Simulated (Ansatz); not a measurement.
A hypothetical phase is included: elements placed on a structure type, which no database files for this compound.

By r2SCAN, the system below comes out a metal.

Without scattering a metal conducts by its projected Fermi surface.

Data:

```yaml
crystal:
  lattice:
    - [9.68185, 0.00000, 0.00000]
    - [-4.84092, 8.38473, 0.00000]
    - [4.84092, 2.79491, 1.97630]
  atoms:
    - { symbol: Ge, position: [0.75000, 0.75000, 0.75000] }
    - { symbol: Ge, position: [0.25000, 0.50000, 0.75000] }
    - { symbol: Ge, position: [0.50000, 0.00000, 0.75000] }
    - { symbol: Ge, position: [0.50000, 0.75000, 0.75000] }
```

Space group of this cell: I4_132. The cell was relaxed by PBE-D3(BJ); by r2SCAN its mean pressure is -0.8 GPa.

The current flows along the normal of the first two printed cell vectors, the (111) plane of the conventional cell. No spin-orbit coupling; the value is a mean over 0.1 eV about the Fermi level.

### Question
Predict the ballistic conductance per area from r2SCAN (Ansatz, a program for electronic structure).

### Answer
0.35 × 10¹⁵ S/m² for both spins.
